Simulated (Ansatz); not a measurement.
Band structure of KCrCl3 (P4mm, 5 atoms in the cell).

```xyz
5
Lattice="4.9779 0.0000 0.0000 0.0000 4.9779 0.0000 0.0000 0.0000 4.9706" Properties=species:S:1:pos:R:3 pbc="T T T"
K      0.0000     0.0000     4.9545
Cr     2.4890     2.4890     2.4111
Cl     2.4890     0.0000     2.4125
Cl     0.0000     2.4890     2.4125
Cl     2.4890     2.4890     4.8963
```
Moments meant for the start (each program seeds them in its own way; μB, in the order of the atoms K Cr Cl Cl Cl): 0.0 3.0 0.0 0.0 0.0.

Level of theory: PBEsol, PAW files made with PBE (plane waves; Ansatz, a quantum-chemistry and plane-wave program).

Settings: kpoints.mp_grid.grid = 5 5 5; hamiltonian.xc = pbesol; hamiltonian.pseudopotentials = {kind: paw} (the program's default PAW files); magnetization.spin_polarized = true; scf.occupations.method = fermi_dirac; scf.occupations.width = 0.01 Ry; kpoints.band_path.npoints = 8.

The starting cell comes from a database of computed structures (which also holds hypothetical and non-ambient phases and stackings), without a prior relaxation at this level. With one magnetic atom in the cell only a parallel order is possible.

Levels in eV from the Fermi level, bands 21 to 28 of the first spin channel:
| point | 21 | 22 | 23 | 24 | 25 | 26 | 27 | 28 |
|---|---|---|---|---|---|---|---|---|
| Γ | -1.69 | -1.69 | -1.69 | -0.96 | -0.96 | 2.19 | 2.93 | 4.44 |
| X | -1.67 | -0.96 | -0.92 | -0.91 | -0.15 | 4.81 | 4.84 | 5.34 |
| M | -0.92 | -0.92 | -0.75 | -0.66 | 1.51 | 5.78 | 5.93 | 5.93 |
| Z | -1.67 | -0.96 | -0.91 | -0.91 | -0.15 | 4.81 | 4.86 | 5.36 |
| R | -0.92 | -0.91 | -0.75 | -0.66 | 1.52 | 5.78 | 5.93 | 5.94 |
| A | -0.72 | -0.72 | -0.72 | 1.51 | 1.52 | 4.02 | 4.47 | 4.47 |

Bands cross the Fermi level along this path, so the cell is metallic at this level.

The net moment of the cell came out as 4.00 μB.

Keys are those of Ansatz 0.2.
